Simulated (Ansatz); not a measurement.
```xyz
4
Lattice="3.1138 0.0000 0.0000 -1.5569 2.6966 0.0000 0.0000 0.0000 4.9837" Properties=species:S:1:pos:R:3 pbc="T T T"
Al     0.0000     1.7977    -0.0174
Al     1.5569     0.8989     2.4745
N      0.0000     1.7977     1.8863
N      1.5569     0.8989     4.3781
```

Level of theory: r2SCAN with spin-orbit coupling, rigid bands (plane waves, PAW; Ansatz, a program for electronic structure). Geometry: cell and atoms relaxed with PBEsol.

Task: Predict the hole conductivity mass (n e² τ/σ) at 300 K, by direction if it differs.

Result: 3.7 (x), 3.7 (y), 0.41 (z) mₑ.

Task: What conductivity effective mass do dilute electrons have at 300 K?

Result: 0.32 (x), 0.32 (y), 0.31 (z) mₑ.

Task: And the band gap?

Result: 4.82 eV at this level; semilocal functionals usually fall short of the measured gap.

Rigid bands, one relaxation time for all states, no polarons. Geometry: cell and atoms relaxed with PBEsol.
